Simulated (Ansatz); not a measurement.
V_Al+O_N in wurtzite AlN (the name describes the start): one set of geometries, relaxed with PBE, evaluated in Ansatz (PAW, plane waves to 420 eV, 500 eV under r2SCAN) with PBE, r2SCAN.

Cell and caveats: 192-site cell; 2×2×1 shifted k-points; start: the Al site; N 1.90 Å away; charged states image-corrected; finite-size errors of tenths of an eV; relaxed from one start, so a lower configuration may exist; flagged in the runs: a host whose relaxation on this sampling wasn't shown to rest.

```json
[
 {"quantity": "host gap (eV)", "PBE": "4.03", "r2SCAN": "…"},
 {"quantity": "ε(0/−1) above the VBM (eV)", "PBE": "1.14", "r2SCAN": "…"},
 {"quantity": "neutral formation energy against fcc Al, N2 molecule in a box, O2 molecule in a box (eV)", "PBE": "4.18", "r2SCAN": "…"},
 {"quantity": "largest moment on one atom at charge 0 (μB)", "PBE": "0.39", "r2SCAN": "…"},
 {"quantity": "largest moment on one atom at charge −1 (μB)", "PBE": "0.20", "r2SCAN": "…"}
]
```

**Question.** Given the lower rungs, what does r2SCAN give?

**Answer.** 
- host gap (eV), r2SCAN: 4.67
- ε(0/−1) above the VBM (eV), r2SCAN: 1.51
- neutral formation energy against fcc Al, N2 molecule in a box, O2 molecule in a box (eV), r2SCAN: 4.56
- largest moment on one atom at charge 0 (μB), r2SCAN: 0.43
- largest moment on one atom at charge −1 (μB), r2SCAN: 0.23

Ansatz is an electronic-structure program.
